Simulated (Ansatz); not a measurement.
GdPd3 (Pm-3m, No. 221) was calculated with LDA in Ansatz (PAW).

Run with plane-wave cutoff 500 eV, 14×14×14 k mesh, Fermi–Dirac smearing 0.1 eV, spin-polarised start, scalar-relativistic PAW data made under PBE.

Computed at the level's own relaxed cell.

Give the computed volume per atom and lattice parameter a.


volume per atom: 16.36 Å³/atom
lattice parameter a: 4.030 Å

The run finds no gap.

Note: the magnetic order was assumed, not searched for or taken from measurement; the 4f shell is treated without U or exact exchange, so its levels and filling can be wrong.

Spin–orbit coupling is not included.

Ansatz is a first-principles code.
